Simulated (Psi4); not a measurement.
Psi4 1.11, PBE0/def2-svpd: W(NH)(S)(F)(Cl) ([NH]=[W]([F])(=[S])[Cl]), 6 atoms. The geometry is a generated start, not checked to be a minimum at this level.

```
Item                                                  Value
--------------------------  -------------------------------
task                                                 energy
method                                                 pbe0
basis                                             def2-svpd
memory                                                 3 GB
maxiter                                                 100
keys of the molecule block                      symmetry c1
scf_type                                       df (default)
diis_max_vecs                                  10 (default)
e_convergence                               1e-06 (default)
d_convergence                               1e-06 (default)
dft_radial_points                              75 (default)
dft_spherical_points                          302 (default)
effective core potentials   those of the basis set, past Kr
basis functions                                         140
grid points                                          130513
```

```xyz
6

W     -0.2220     0.2067     0.2463
N      0.4899    -0.7703    -1.0446
H      0.9601    -1.3840    -1.7131
S      0.8216    -0.2239     2.1099
F     -2.0268    -0.1627     0.5598
Cl    -0.0229     2.3343    -0.1582
```

Charge 0 and multiplicity 1 are set for this test and not shown to be the ground state.

With the defaults (diis = true, scf_initial_accelerator = adiis, damping_percentage = 0, guess = auto, which took SAD, soscf = false, soscf_start_convergence = 0.01, level_shift = 0, level_shift_cutoff = 0.01) it converges in 11 SCF iterations. One run each on 2 threads, with these changes:
- guess = huckel
- soscf = true, soscf_start_convergence = 0.1
- guess = modhuckel
- diis = false, scf_initial_accelerator = none, damping_percentage = 60
- level_shift = 0.5, level_shift_cutoff = 0.001
- guess = core
- guess = sadno
- guess = gwh
- soscf = true

Problem. Which of these changes keep the SCF from converging, or lead it to another solution?

Solution. No convergence: diis = false, scf_initial_accelerator = none, damping_percentage = 60 (the run ends without SCF convergence in 100 iterations). The rest reach the solution of the defaults.

```json
[
 {"setting": "soscf = true, soscf_start_convergence = 0.1", "SCF iterations": "8", "JK calls": "34", "end": "same solution"},
 {"setting": "soscf = true", "SCF iterations": "9", "JK calls": "35", "end": "same solution"},
 {"setting": "the defaults", "SCF iterations": "11", "JK calls": "12", "end": "same solution"},
 {"setting": "level_shift = 0.5, level_shift_cutoff = 0.001", "SCF iterations": "12", "JK calls": "13", "end": "same solution"},
 {"setting": "guess = huckel", "SCF iterations": "14", "JK calls": "53", "end": "same solution"},
 {"setting": "guess = modhuckel", "SCF iterations": "14", "JK calls": "53", "end": "same solution"},
 {"setting": "guess = sadno", "SCF iterations": "14", "JK calls": "14", "end": "same solution"},
 {"setting": "guess = core", "SCF iterations": "15", "JK calls": "15", "end": "same solution"},
 {"setting": "guess = gwh", "SCF iterations": "17", "JK calls": "17", "end": "same solution"},
 {"setting": "diis = false, scf_initial_accelerator = none, damping_percentage = 60", "SCF iterations": "100", "JK calls": "101", "end": "no convergence"}
]
```

An SOSCF iteration holds several JK calls; a Hückel guess adds calls on atoms. 1 further run of the study ended by our limits or in an error and is left out.
